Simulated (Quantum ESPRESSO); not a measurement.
A self-consistent single point of AuAl2 (P1, 3 atoms in the cell) with Quantum ESPRESSO.

Computed with LDA (PZ), GBRV 1.5 ultrasoft (LDA) pseudopotentials (plane waves; Quantum ESPRESSO).

```yaml
crystal:
  lattice:
    - [0.00000, 3.00000, 3.00000]
    - [3.00000, 0.00000, 3.00000]
    - [3.00000, 3.00000, 0.00000]
  atoms:
    - { symbol: Al, position: [0.25701, 0.24589, 0.24321] }
    - { symbol: Al, position: [0.75180, 0.74539, 0.75208] }
    - { symbol: Au, position: [0.99119, 0.00872, 0.00470] }
```

Reference input (self-consistent single point, DFT, PBE, plane waves, GBRV 1.5 ultrasoft (PBE) pseudopotentials): ecutwfc = 40 Ry; ecutrho = 320 Ry; occupations = smearing; smearing = gaussian; degauss = 0.0073499 Ry; potentials = {Al: al_pbe_v1.uspp.F.UPF, Au: au_pbe_v1.uspp.F.UPF}; K_POINTS = automatic 8 8 8 0 0 0; conv_thr = 1e-10 Ry. This run's input differs from it in these lines:

```diff
@@ -23,4 +23,4 @@
 ATOMIC_SPECIES
-Al    26.9815  al_pbe_v1.uspp.F.UPF
-Au   196.9666  au_pbe_v1.uspp.F.UPF
+Al    26.9815  al_lda_v1.uspp.F.UPF
+Au   196.9666  au_lda_v1.uspp.F.UPF
 CELL_PARAMETERS {alat}
```

Log, with long lists cut:

```
     Self-consistent Calculation

     iteration #  1     ecut=    40.00 Ry     beta= 0.70

     total energy              =    -128.10322264 Ry
     estimated scf accuracy    <       0.38629386 Ry

     iteration #  2     ecut=    40.00 Ry     beta= 0.70

     total energy              =    -128.20282361 Ry
     estimated scf accuracy    <       0.64158703 Ry

     iteration #  3     ecut=    40.00 Ry     beta= 0.70

     total energy              =    -128.30786459 Ry
     estimated scf accuracy    <       0.00552399 Ry

   [... 8 blocks of this kind left out ...]

     iteration # 12     ecut=    40.00 Ry     beta= 0.70

     total energy              =    -128.31276960 Ry
     estimated scf accuracy    <          3.7E-10 Ry

     iteration # 13     ecut=    40.00 Ry     beta= 0.70
     End of self-consistent calculation

     Number of k-points >= 100: set verbosity='high' to print the bands.

     the Fermi energy is     9.3760 ev

!    total energy              =    -128.31276960 Ry
     estimated scf accuracy    <          9.2E-12 Ry
     smearing contrib. (-TS)   =      -0.00045967 Ry
     internal energy E=F+TS    =    -128.31230993 Ry

     convergence has been achieved in  13 iterations

     Forces acting on atoms (cartesian axes, Ry/au):

     atom    1 type  1   force =     0.01187580   -0.00197069   -0.00251156
     atom    2 type  1   force =     0.00644657   -0.00423288    0.00247464
     atom    3 type  2   force =    -0.01832238    0.00620357    0.00003693

     Total force =     0.024311     Total SCF correction =     0.000014

          total   stress  (Ry/bohr**3)                   (kbar)     P=      -25.65
  -0.00018126  -0.00002840   0.00001348          -26.66       -4.18        1.98
  -0.00002840  -0.00017148   0.00003211           -4.18      -25.23        4.72
   0.00001348   0.00003211  -0.00017040            1.98        4.72      -25.07

   JOB DONE.
```

The run converged in 13 iterations. Against the reference run the pressure goes from 3.37 to -2.57 GPa and the largest force goes from 0.542 to 0.497 eV/Å.

The starting cell has typed, rounded lattice constants, without a prior relaxation at this level. Its atoms were displaced at random from the sites of space group no. 225.

Cost on one core of a shared machine: roughly 80 s.
